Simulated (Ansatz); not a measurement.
Take PbSe in the rock salt structure (space group Fm-3m, No. 225; a = 6.1780 Å) as the base. Axes: x, y, z lie along the cube axes.

It is then changed as follows: the cell is stretched by 2.50 % along z with no lateral relaxation; the atoms relax in the strained cell.

Calculations: r2SCAN, PAW, 500 eV (Ansatz, an electronic-structure program; without spin-orbit coupling).

**Question.** Give the band edges at the high-symmetry points of the new zone, measured from its valence-band maximum.

**Answer.** 
```json
[
 {"point": "Γ", "valence edge (eV)": "-1.62", "conduction edge (eV)": "4.58"},
 {"point": "X", "valence edge (eV)": "-2.92", "conduction edge (eV)": "4.23"},
 {"point": "P", "valence edge (eV)": "-0.86", "conduction edge (eV)": "2.15"},
 {"point": "N", "valence edge (eV)": "0.00", "conduction edge (eV)": "0.73"},
 {"point": "M", "valence edge (eV)": "-3.01", "conduction edge (eV)": "4.32"},
 {"point": "S", "valence edge (eV)": "-2.08", "conduction edge (eV)": "3.62"},
 {"point": "S₀", "valence edge (eV)": "-2.08", "conduction edge (eV)": "3.62"},
 {"point": "R", "valence edge (eV)": "-0.74", "conduction edge (eV)": "2.32"},
 {"point": "G", "valence edge (eV)": "-0.74", "conduction edge (eV)": "2.32"}
]
```

The gap is 0.73 eV, direct at N.

With Pb present, leaving out spin-orbit coupling can change the band edges. Whether these cells are dynamically stable was not tested. Labels are those of the standard path for the cell's own space group.
